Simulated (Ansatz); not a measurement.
The starting structures come from a database of crystals and need not be the phases stable at ambient conditions.

By PBEsol, the system below comes out a metal.

Without scattering a metal conducts by its projected Fermi surface.

Given:

```
Cu2Te
1.0
    4.22584     0.00000     0.00000
    0.00000     8.17458     0.00000
    2.11292     0.00000     3.65968
Cu Te
4 2
Direct
  0.66667   0.84731   0.66667
  0.33333   0.15269   0.33333
  0.33333   0.84731   0.33333
  0.66667   0.15269   0.66667
  0.00000   0.71995   0.00000
  0.00000   0.28005   0.00000
```

Space group of this cell: P6/mmm. The cell was relaxed by PBE-D3(BJ); by PBEsol its mean pressure is -0.8 GPa.

The current flows along the normal of the first two printed cell vectors, the (100) plane of the conventional cell. No spin-orbit coupling; the value is a mean over 0.1 eV about the Fermi level.

Task: Estimate the ballistic conductance per area that PBEsol in Ansatz (a program for electronic structure) returns for this system.

Result: 0.41 × 10¹⁵ S/m² for both spins.
